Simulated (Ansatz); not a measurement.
The parent structure is CuAu (space group P4/mmm, No. 123; a = 2.813 Å, c = 3.593 Å; relaxed with 0.1 eV smearing). Axes: x, y, z lie along a, b, c of the conventional cell.

The values are results of DFT with PBEsol, PAW potentials and a 420 eV plane-wave cutoff in Ansatz (a first-principles code), no spin-orbit coupling, not measurements.

Base values:

- Pressure = 0.0 GPa

It is then changed as follows: uniaxial strain ε_xx = −2.00 %, all other strain components held at zero, atoms relaxed at fixed cell.

Task: Predict the new pressure.

Result: The pressure (mean of the normal stresses, compression positive) goes from zero to 3.7 GPa.

No phonon test of stability was made. The final runs are not spin-polarised.
